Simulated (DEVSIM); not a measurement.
Device: Schottky contact on n-type GaAs, at 250 K.

```csv
layer (left to right),material,thickness (μm),Nd (cm⁻³),τn (s),τp (s)
1,GaAs,1.50,1.9e15,2.9e-8,2.9e-8
```

Left contact: Schottky, work function 4.65 eV, emission velocity 7.6e6 cm/s. Right contact: ohmic. Voltage is applied to the left contact. Recombination: SRH at mid-gap, Auger. Mobility is constant in doping. Where it depends on doping, it is μmin + (μ − μmin)/(1 + (N/Nref)^α).

Constants are typed, rounded textbook-type inputs, not results; the design itself was drawn at random and stands for no fabricated device. Values at 300 K; Nc and Nv go as T^1.5, mobilities as T to minus their exponent, the gap by Varshni's rule with the affinity fixed. The table also holds parameters that only a changed run uses.

| parameter | GaAs |
|---|---|
| gap (eV) | 1.424 |
| affinity (eV) | 4.07 |
| permittivity | 12.9 |
| Nc (cm⁻³) | 4.7e17 |
| Nv (cm⁻³) | 9e18 |
| μn (cm²/Vs) | 8500 |
| μp (cm²/Vs) | 400 |
| μn,min | 500 |
| μp,min | 20 |
| Nref,n | 6e16 |
| Nref,p | 1.5e17 |
| αn | 0.39 |
| αp | 0.38 |
| T exponent of μn | 2.1 |
| T exponent of μp | 2.2 |
| Cn (cm⁶/s) | 1e-30 |
| Cp (cm⁶/s) | 1e-30 |
| Varshni α (eV/K) | 0.000541 |
| Varshni β (K) | 204 |

Simulated with DEVSIM: 1D drift-diffusion, Boltzmann statistics, complete ionisation; no tunnelling, impact ionisation, image-force lowering or self-heating. Metal contacts follow the ideal Schottky-Mott rule: no Fermi-level pinning, no interface dipoles.

Base results: dark forward voltage at 1 A/cm² (V) 0.302; dark forward voltage at 100 A/cm² (V) 0.407; potential step across the device at zero bias (V) 0.467.

Question: What follows from this one change: temperature 250 → 300 K?

Answer: dark forward voltage at 1 A/cm² 0.302 → 0.240 V; dark forward voltage at 100 A/cm² 0.407 → 0.368 V; potential step across the device at zero bias 0.467 → 0.438 V.

Question: What follows from this one change: thickness of layer 1 1.5 → 7.5 μm?

Answer: dark forward voltage at 1 A/cm² little changed (0.302 V); dark forward voltage at 100 A/cm² 0.407 → 0.426 V; potential step across the device at zero bias little changed (0.467 V).
